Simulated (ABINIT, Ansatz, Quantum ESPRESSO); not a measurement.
Code comparison for ZrZn (Pm-3m, 2 atoms in the cell)

Self-consistent single point.

```
CELL_PARAMETERS angstrom
      3.26049     0.00000     0.00000
      0.00000     3.26049     0.00000
      0.00000     0.00000     3.26049
ATOMIC_POSITIONS crystal
  Zr 0.50000 0.50000 0.50000
  Zn 0.00000 0.00000 0.00000
```

Shared settings, as Ansatz (a first-principles code) writes them: kpoints.mp_grid.grid = 7 7 7; magnetization.spin_orbit = true; scf.occupations.method = fermi_dirac; scf.occupations.width = 0.0073 Ry. Potentials and cutoffs stand in the table.

```
code                                                                                                             model  pressure (GPa)   cutoff
----------------  ----------------------------------------------------------------------------------------------------  --------------  -------
ABINIT                                         PBEsol, spin-orbit coupling, PAW (JTH v2.0 PBE PAW, files made for PBE)            3.48    30 Ha
Ansatz                                                        PBEsol with spin-orbit coupling, PAW files made with PBE            3.56  default
Quantum ESPRESSO  PBEsol, spin-orbit coupling, PseudoDojo fully relativistic norm-conserving (PBESOL) pseudopotentials            3.70    85 Ry
```

The spread over the programs that give each value: pressure within 0.22 GPa.

Ansatz's pressure is given at a fixed set of plane waves, as the other plane-wave codes print theirs; with its correction for the finite basis it is 3.61 GPa.

The starting cell comes from a database of computed structures (which also holds hypothetical and non-ambient phases and stackings), without a prior relaxation at this level. Its lattice was rescaled by a random factor within 2.5 % of one.

Left out of this page: Elk, FLEUR and SIESTA (not drawn, or without a comparable value).

Keys are those of Ansatz 0.2.
